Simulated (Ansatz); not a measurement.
Start from C in the diamond structure (space group Fd-3m, No. 227).

```xyz
2
Lattice="0.0000 1.7659 1.7659 1.7659 0.0000 1.7659 1.7659 1.7659 0.0000" Properties=species:S:1:pos:R:3 pbc="T T T"
C      0.0000     0.0000     0.0000
C      0.8829     0.8829     0.8829
```

Cartesian axes are those of the cell as printed.

Computed with LDA (Ansatz, an electronic-structure program, PAW, scalar-relativistic without spin-orbit coupling).

For the base:

| Quantity | Result |
|---|---|
| Valence-band top at Γ | 0.00, 0.00, 0.00 eV |

One thing is altered: biaxial strain +1.50 %, plane normal [001], relaxed out of plane (Cartesian); in-plane vectors clamped, the third vector and the atoms free.

Problem. Predict the new energy relative to the base.

Solution. The energy increases by 9.2 meV/atom.

Problem. Predict the new out-of-plane strain.

Solution. The out-of-plane strain comes out as -0.40 %.

Problem. What happens to the valence-band top at Γ?

Solution. The valence-band top at Γ (three highest levels, from the VBM) becomes 0.00, -0.28, -0.28 eV (base: 0.00, 0.00, 0.00 eV).

The levels and masses belong to the bands next to the band gap. No phonon test of stability was made.
